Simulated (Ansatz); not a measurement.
V3Si: isotropic strain +1.34 %

Start from V₃Si in the A15 (Cr3Si type) structure (space group Pm-3n, No. 223; a = 4.701 Å).

One thing is altered: an isotropic linear strain of +1.34 %; the atoms relax in the strained cell.

Computed with PBE in Ansatz (plane waves to 420 eV, PAW, without spin-orbit coupling). Settings: 10×10×10 k-points, 0.05 eV Fermi–Dirac smearing.

The space group stays Pm-3n (No. 223) and the shortest interatomic distance increases by 0.031 Å to 2.382 Å. The energy goes up by 12 meV/atom and the pressure goes from zero to -7.1 GPa. The band gap remains zero.

Cost of the whole job for the changed cell (relaxation, final SCF and bands): about 40 core-seconds (a rough figure).

Whether these cells are dynamically stable was not tested. Starting moments died away, wholly or in part, for the base; another magnetic solution may exist. All final runs are without spin polarisation.

Ansatz is a quantum-chemistry and plane-wave program.
